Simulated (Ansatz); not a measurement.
Base system: Pt in the fcc (Cu type) structure (space group Fm-3m, No. 225; relaxed with 0.1 eV smearing).

```xyz
1
Lattice="0.0000 1.9709 1.9709 1.9709 0.0000 1.9709 1.9709 1.9709 0.0000" Properties=species:S:1:pos:R:3 pbc="T T T"
Pt     0.0000     0.0000     0.0000
```

Cartesian axes are those of the cell as printed.

The values are results of DFT with r2SCAN, PAW potentials and a 500 eV plane-wave cutoff in Ansatz (a first-principles code), no spin-orbit coupling, not measurements.

Base values:

| Item | Value |
|---|---|
| Pressure | 0.0 GPa |
| Volume per atom | 15.31 Å³ |

Perturbation: compressive biaxial strain of 2.00 % in the plane normal to [001], as in epitaxy on a mismatched substrate; the out-of-plane cell vector and the atoms relax.

Q: What does the calculation give for the energy relative to the base, pressure and volume per atom after the change?

A: The energy increases by 10 meV/atom; the pressure (mean of the normal stresses, compression positive) goes from zero to 3.7 GPa; the volume per atom falls by 0.19 Å³, from 15.31 Å³ to 15.12 Å³.

No phonon test of stability was made. The final runs are not spin-polarised.
